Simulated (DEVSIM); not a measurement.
Structure: illuminated Si n-on-p cell, one wavelength, at 300 K.

| layer (left to right) | material | thickness (μm) | Nd (cm⁻³) | Na (cm⁻³) | τn (s) | τp (s) | absorption coefficient (cm⁻¹) |
|---|---|---|---|---|---|---|---|
| 1 | Si | 0.200 | 1.8e18 | - | 2.4e-7 | 4.5e-8 | 2400 |
| 2 | Si | 30.0 | - | 2.9e17 | 1.6e-6 | 1.6e-6 | 2400 |

Left contact: ohmic, minority hole recombination velocity 20 cm/s. Right contact: ohmic, minority electron recombination velocity 1e6 cm/s. Voltage is applied to the left contact. Recombination: SRH at mid-gap, radiative, Auger. Light enters at the left, 2.8e16 photons cm⁻² s⁻¹, one pass, no reflection. Mobility is μmin + (μ − μmin)/(1 + (N/Nref)^α).

This is a model device: material constants are rounded textbook-type values typed into the input, and sizes, dopings and lifetimes were drawn at random. Values at 300 K.

| parameter | Si |
|---|---|
| gap (eV) | 1.124 |
| affinity (eV) | 4.05 |
| permittivity | 11.7 |
| Nc (cm⁻³) | 2.86e19 |
| Nv (cm⁻³) | 3.1e19 |
| μn (cm²/Vs) | 1417 |
| μp (cm²/Vs) | 470 |
| μn,min | 52 |
| μp,min | 45 |
| Nref,n | 9.7e16 |
| Nref,p | 2.2e17 |
| αn | 0.68 |
| αp | 0.72 |
| B (cm³/s) | 4.7e-15 |
| Cn (cm⁶/s) | 2.8e-31 |
| Cp (cm⁶/s) | 9.9e-32 |

Simulated with DEVSIM: 1D drift-diffusion, Boltzmann statistics, complete ionisation; no tunnelling, impact ionisation, image-force lowering or self-heating.

**Question.** Tabulate band edges, carrier densities and field at -0.9 V on the left contact, in the dark.

**Answer.** Energies count from the Fermi level of the right contact; mesh points crowd at the junctions.

```
x (μm)   Ec (eV)  Ev (eV)  n (cm⁻³)  p (cm⁻³)  field (V/cm)
-------  -------  -------  --------  --------  ------------
0.000      0.972   -0.152    1.8e18    7.0e16         -2700
0.02368    0.971   -0.153    1.9e18    6.7e16           ≈ 0
0.06488    0.971   -0.153    1.9e18    6.7e16           ≈ 0
0.1222     0.971   -0.153    1.9e18    6.7e16           ≈ 0
0.1796     0.971   -0.153    1.9e18    6.7e16            84
0.2010     0.998   -0.126    6.3e17    2.0e17         53000
0.2281     1.024   -0.100    2.4e17    5.3e17           180
0.3146     1.024   -0.100    2.4e17    5.3e17           ≈ 0
0.4532     1.024   -0.100    2.4e17    5.3e17           ≈ 0
0.7534     1.024   -0.100    2.3e17    5.2e17           ≈ 0
1.379      1.023   -0.101    2.3e17    5.2e17           ≈ 0
3.374      1.022   -0.102    2.1e17    5.0e17           ≈ 0
6.837      1.021   -0.103    1.9e17    4.8e17           ≈ 0
14.05      1.017   -0.107    1.3e17    4.2e17           ≈ 0
23.84      1.010   -0.114    5.8e16    3.5e17           ≈ 0
27.16      1.007   -0.117    3.0e16    3.2e17           -10
28.75      1.005   -0.119    1.5e16    3.1e17           -11
29.52      1.004   -0.120    8.0e15    3.0e17           -12
29.96      1.004   -0.120    3.7e15    2.9e17           -12
30.09      1.004   -0.121    2.4e15    2.9e17           -12
30.16      1.003   -0.121    1.7e15    2.9e17           -13
30.20      1.003   -0.121    1.3e15    2.9e17          -150
```
